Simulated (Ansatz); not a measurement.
Double-hcp La was calculated with LDA (Ansatz, a program for electronic structure, plane waves, PAW).

Numerical settings: plane-wave cutoff 520 eV, 18×18×6 k mesh (along the axes of the cell as run), Fermi–Dirac smearing 0.038 eV (set by the program), scalar-relativistic PAW data made under PBE.

Computed at the level's own relaxed cell.

Hill averages of the elastic tensor: K = 29.6 GPa, G = 20.9 GPa. Volume 32.214 Å³/atom, mean atomic mass 138.905 u.

**Question.** Work out the density, the sound velocities of a polycrystal and the elastic Debye temperature, and Pugh's ratio at this level.

**Answer.** ρ = 1.66054 × 138.905/32.214 = 7.160 g/cm³. v_l = √[(K + 4G/3)/ρ] = 2.833 km/s and v_t = √(G/ρ) = 1.709 km/s. The mean follows from 3/v_m³ = 1/v_l³ + 2/v_t³: v_m = 1.890 km/s. Θ_D = (ħ/k_B) v_m (6π²/V)^(1/3) = 76.38 K Å s/km × 1.890 × 1.2250 Å⁻¹ = 177 K, counting all atoms of the cell. K/G = 1.42, to be set beside Pugh's rough bound of 1.75 between brittle and ductile metals.
